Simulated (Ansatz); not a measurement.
The starting structures come from a database of crystals and need not be the phases stable at ambient conditions.

By PBEsol, the system below comes out a metal.

The ballistic (Sharvin) conductance counts the channels at the Fermi level: G/A = (e²/h) × channels of both spins per area.

```yaml
crystal:
  lattice:
    - [2.73491, 0.00000, 0.00000]
    - [0.00000, 4.41579, 0.00000]
    - [0.00000, 0.00000, 4.81316]
  atoms:
    - { symbol: Mo, position: [0.00000, 0.75000, 0.17087] }
    - { symbol: Mo, position: [0.00000, 0.25000, 0.82913] }
    - { symbol: Rh, position: [0.50000, 0.75000, 0.67338] }
    - { symbol: Rh, position: [0.50000, 0.25000, 0.32662] }
```

Space group of this cell: Pmma. The cell is taken as given; by PBEsol its mean pressure is -5.6 GPa.

The current flows along the normal of the first two printed cell vectors. No spin-orbit coupling; the value is a mean over 0.1 eV about the Fermi level.

Q: State the ballistic conductance per area according to PBEsol (Ansatz, a quantum-chemistry and plane-wave program).

A: 0.93 × 10¹⁵ S/m² for both spins.
